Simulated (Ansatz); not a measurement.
The starting structures come from a database of crystals and need not be the phases stable at ambient conditions.

By PBEsol, the system below comes out a metal.

A figure of merit of an interconnect metal is its ballistic conductance per area.

Data:

```
CELL_PARAMETERS angstrom
      4.01789     0.00000     0.00000
      0.54922     3.98017     0.00000
      1.73433    -1.99009     2.63976
ATOMIC_POSITIONS crystal
  Ge 0.00195 0.00195 0.00000
  As 0.58405 0.58405 0.00000
```

Space group of this cell: I4mm. The cell is taken as given; by PBEsol its mean pressure is -3.5 GPa.

The current flows along the normal of the first two printed cell vectors, the (110) plane of the conventional cell. No spin-orbit coupling; the value is a mean over 0.1 eV about the Fermi level.

Question: Estimate the ballistic conductance per area that PBEsol run with Ansatz (a program for electronic structure) returns for this system.

Answer: 0.75 × 10¹⁵ S/m² for both spins.
